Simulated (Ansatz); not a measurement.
Consider interstitial Ca in wurtzite GaN, charge state +2. Method: PBE, PAW (plane waves to 420 eV; Ansatz, a first-principles code).

Settings: 72 host sites, the relaxed PBE lattice, a 2×2×2 k-point mesh shifted by half a step along c, smearing 0.01 eV, spin-restricted, no image-charge correction. Energies are static. The charge state is imposed; whether it is stable for some Fermi level was not computed. Sites that were not tried may lie lower.

Relaxed starting cell (atoms counted from 1):

```yaml
crystal:
  lattice:
    - [9.65543, 0.00000, 0.00000]
    - [-4.82771, 8.36185, 0.00000]
    - [0.00000, 0.00000, 10.48619]
  atoms:
    - { symbol: Ga, position: [0.25063, 0.12539, 0.23007] }
    - { symbol: Ga, position: [0.22396, 0.11205, 0.75125] }
    - { symbol: Ga, position: [0.22264, 0.44540, 0.24987] }
    - { symbol: Ga, position: [0.22373, 0.44757, 0.75246] }
    - { symbol: Ga, position: [0.22264, 0.77739, 0.24987] }
    - { symbol: Ga, position: [0.22373, 0.77630, 0.75245] }
    - { symbol: Ga, position: [0.55467, 0.10946, 0.25069] }
    - { symbol: Ga, position: [0.55491, 0.10994, 0.74751] }
    - { symbol: Ga, position: [0.55466, 0.44536, 0.25070] }
    - { symbol: Ga, position: [0.55491, 0.44513, 0.74750] }
    - { symbol: Ga, position: [0.55463, 0.77740, 0.24987] }
    - { symbol: Ga, position: [0.55246, 0.77630, 0.75245] }
    - { symbol: Ga, position: [0.87465, 0.12540, 0.23011] }
    - { symbol: Ga, position: [0.88798, 0.11205, 0.75125] }
    - { symbol: Ga, position: [0.89057, 0.44537, 0.25069] }
    - { symbol: Ga, position: [0.89009, 0.44512, 0.74750] }
    - { symbol: Ga, position: [0.87464, 0.74941, 0.23004] }
    - { symbol: Ga, position: [0.88798, 0.77607, 0.75126] }
    - { symbol: Ga, position: [0.11870, 0.23750, 0.51084] }
    - { symbol: Ga, position: [0.11172, 0.22355, 0.99703] }
    - { symbol: Ga, position: [0.11095, 0.55555, 0.50047] }
    - { symbol: Ga, position: [0.11092, 0.55554, 0.99985] }
    - { symbol: Ga, position: [0.11868, 0.88132, 0.51084] }
    - { symbol: Ga, position: [0.11171, 0.88832, 0.99702] }
    - { symbol: Ga, position: [0.44780, 0.22397, 0.50150] }
    - { symbol: Ga, position: [0.44906, 0.22461, 0.99103] }
    - { symbol: Ga, position: [0.44448, 0.55555, 0.50047] }
    - { symbol: Ga, position: [0.44450, 0.55554, 0.99986] }
    - { symbol: Ga, position: [0.44448, 0.88908, 0.50047] }
    - { symbol: Ga, position: [0.44449, 0.88911, 0.99985] }
    - { symbol: Ga, position: [0.77605, 0.22397, 0.50150] }
    - { symbol: Ga, position: [0.77543, 0.22460, 0.99103] }
    - { symbol: Ga, position: [0.77606, 0.55224, 0.50150] }
    - { symbol: Ga, position: [0.77542, 0.55097, 0.99104] }
    - { symbol: Ga, position: [0.76253, 0.88134, 0.51084] }
    - { symbol: Ga, position: [0.77648, 0.88832, 0.99703] }
    - { symbol: N, position: [0.22860, 0.11437, 0.43878] }
    - { symbol: N, position: [0.22312, 0.11163, 0.93971] }
    - { symbol: N, position: [0.22381, 0.44773, 0.43773] }
    - { symbol: N, position: [0.22268, 0.44549, 0.93958] }
    - { symbol: N, position: [0.22380, 0.77623, 0.43773] }
    - { symbol: N, position: [0.22269, 0.77735, 0.93957] }
    - { symbol: N, position: [0.55550, 0.11111, 0.43749] }
    - { symbol: N, position: [0.55449, 0.10910, 0.93449] }
    - { symbol: N, position: [0.55549, 0.44454, 0.43750] }
    - { symbol: N, position: [0.55449, 0.44555, 0.93448] }
    - { symbol: N, position: [0.55230, 0.77623, 0.43773] }
    - { symbol: N, position: [0.55454, 0.77735, 0.93958] }
    - { symbol: N, position: [0.88566, 0.11437, 0.43876] }
    - { symbol: N, position: [0.88840, 0.11163, 0.93970] }
    - { symbol: N, position: [0.88893, 0.44454, 0.43749] }
    - { symbol: N, position: [0.89093, 0.44554, 0.93448] }
    - { symbol: N, position: [0.88566, 0.77144, 0.43878] }
    - { symbol: N, position: [0.88839, 0.77691, 0.93972] }
    - { symbol: N, position: [0.11016, 0.22045, 0.18816] }
    - { symbol: N, position: [0.11172, 0.22355, 0.69343] }
    - { symbol: N, position: [0.11055, 0.55535, 0.18839] }
    - { symbol: N, position: [0.11189, 0.55602, 0.68773] }
    - { symbol: N, position: [0.11017, 0.88986, 0.18816] }
    - { symbol: N, position: [0.11172, 0.88831, 0.69345] }
    - { symbol: N, position: [0.46029, 0.23022, 0.17962] }
    - { symbol: N, position: [0.44461, 0.22238, 0.68828] }
    - { symbol: N, position: [0.44468, 0.55536, 0.18840] }
    - { symbol: N, position: [0.44401, 0.55602, 0.68773] }
    - { symbol: N, position: [0.44468, 0.88948, 0.18840] }
    - { symbol: N, position: [0.44401, 0.88814, 0.68772] }
    - { symbol: N, position: [0.76982, 0.23022, 0.17962] }
    - { symbol: N, position: [0.77766, 0.22237, 0.68828] }
    - { symbol: N, position: [0.76980, 0.53974, 0.17963] }
    - { symbol: N, position: [0.77765, 0.55543, 0.68828] }
    - { symbol: N, position: [0.77959, 0.88987, 0.18816] }
    - { symbol: N, position: [0.77649, 0.88831, 0.69344] }
    - { symbol: Ca, position: [0.99997, 0.00005, 0.34381] }
```
Cell charge +2.

End state 1 differs by these moves (Å; atoms that move under 0.08 Å are left out):

| atom | element | Δx | Δy | Δz |
|---|---|---|---|---|
| 1 | Ga | -0.10 | -0.05 | 0.32 |
| 4 | Ga | 0.00 | 0.02 | -0.12 |
| 6 | Ga | 0.01 | 0.00 | -0.12 |
| 12 | Ga | -0.01 | 0.00 | -0.12 |
| 13 | Ga | 0.10 | -0.05 | 0.32 |
| 17 | Ga | 0.00 | 0.11 | 0.32 |
| 19 | Ga | 0.00 | -0.11 | -0.10 |
| 20 | Ga | 0.00 | 0.23 | -0.18 |
| 23 | Ga | -0.10 | 0.06 | -0.10 |
| 24 | Ga | 0.20 | -0.11 | -0.18 |
| 26 | Ga | -0.03 | -0.01 | 0.09 |
| 32 | Ga | 0.03 | -0.01 | 0.09 |
| 34 | Ga | 0.00 | 0.04 | 0.09 |
| 35 | Ga | 0.10 | 0.06 | -0.10 |
| 36 | Ga | -0.20 | -0.11 | -0.18 |
| 40 | N | 0.00 | 0.13 | -0.11 |
| 42 | N | 0.11 | -0.06 | -0.11 |
| 48 | N | -0.11 | -0.06 | -0.11 |
| 61 | N | -0.09 | -0.05 | 0.08 |
| 67 | N | 0.09 | -0.05 | 0.08 |
| 69 | N | 0.00 | 0.11 | 0.08 |
| 73 | Ca | 0.00 | 0.00 | -2.62 |

Task: Predict the forward and backward barriers to end state 1 from PBE, PAW.

Result: forward 2.85 eV, backward 2.85 eV; at the saddle point atom 73 has neighbours 2 Ga at 2.44, Ga at 2.48; N at 2.07, N at 2.08, N at 2.13 Å. The saddle point's order was not checked.
